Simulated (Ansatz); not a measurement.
# Fe2Si (I4/mmm, No. 139, 3 atoms in the cell; start mp-1225177)

Computed with PBEsol in Ansatz (plane waves, PAW).

Numerical settings: plane-wave cutoff 500 eV, 20×20×20 k mesh, Fermi–Dirac smearing 0.05 eV, spin-polarised start, scalar-relativistic PAW data made under PBE.

Cell (relaxed at this level):

```
CELL_PARAMETERS angstrom
     -1.33093     1.33093     4.39658
      1.33093    -1.33093     4.39658
      1.33093     1.33093    -4.39658
ATOMIC_POSITIONS crystal
  Fe 0.33874 0.33874 0.00000
  Fe 0.66126 0.66126 0.00000
  Si 0.00000 0.00000 0.00000
```

```
Property          Value
--------  -------------
band gap  zero (no gap)
```

Note: the magnetic order was assumed, not searched for or taken from measurement; a magnet's gap depends somewhat on the PAW data; the relaxation could not lower the start's symmetry, so the cell can be a saddle point above a distorted one.

The computed numbers hold no vibrational or temperature effects.

Cost on a shared machine: about 15 core-minutes (a rough figure).

A start named mp-… is a Materials Project structure, which need not be a measured phase.

Ansatz is a quantum-chemistry and plane-wave program.
